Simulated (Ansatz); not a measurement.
# Response to strain in InAs

The reference is InAs in the zinc blende structure (space group F-43m, No. 216).

```yaml
crystal:
  lattice:
    - [0.00000, 3.04364, 3.04364]
    - [3.04364, 0.00000, 3.04364]
    - [3.04364, 3.04364, 0.00000]
  atoms:
    - { symbol: In, position: [0.00000, 0.00000, 0.00000] }
    - { symbol: As, position: [0.25000, 0.25000, 0.25000] }
```

Cartesian axes are those of the cell as printed.

Strains are applied to the cell and any free atomic positions relax; under biaxial strain the out-of-plane vector relaxes too.

Level of theory: PBEsol (Ansatz, a first-principles code), spin-orbit coupling left out.

Notes on the quantities. energy relative to the base: free energy F; pressure: mean of the normal stresses, compression positive.

```tsv
variant	energy relative to the base	pressure	volume per atom
base	0 meV/atom	0.0 GPa	28.20 Å³
biaxial strain −2.50 %, plane normal [111], relaxed out of plane	+13 meV/atom	2.1 GPa	27.24 Å³
biaxial strain −2.08 %, plane normal [111], relaxed out of plane	+9.1 meV/atom	1.7 GPa	27.40 Å³
biaxial strain −0.83 %, plane normal [111], relaxed out of plane	+1.4 meV/atom	0.7 GPa	27.88 Å³
biaxial strain −0.42 %, plane normal [111], relaxed out of plane	+0.4 meV/atom	0.3 GPa	(withheld)
biaxial strain +0.42 %, plane normal [111], relaxed out of plane	+0.4 meV/atom	-0.3 GPa	28.36 Å³
biaxial strain +0.83 %, plane normal [111], relaxed out of plane	+1.4 meV/atom	-0.6 GPa	28.52 Å³
biaxial strain +1.25 %, plane normal [111], relaxed out of plane	+3.1 meV/atom	-0.9 GPa	28.68 Å³
biaxial strain +1.67 %, plane normal [111], relaxed out of plane	(withheld)	-1.2 GPa	28.85 Å³
biaxial strain +2.08 %, plane normal [111], relaxed out of plane	+8.4 meV/atom	-1.5 GPa	29.01 Å³
```

**Question.** Fill in the withheld entries from the trend.

**Answer.** 
- biaxial strain −0.42 %, plane normal [111], relaxed out of plane, volume per atom: 28.03 Å³
- biaxial strain +1.67 %, plane normal [111], relaxed out of plane, energy relative to the base: +5.4 meV/atom

The mesh was chosen for an insulator and is coarse for the gapless case. Whether these cells are dynamically stable was not tested. The final runs are not spin-polarised.
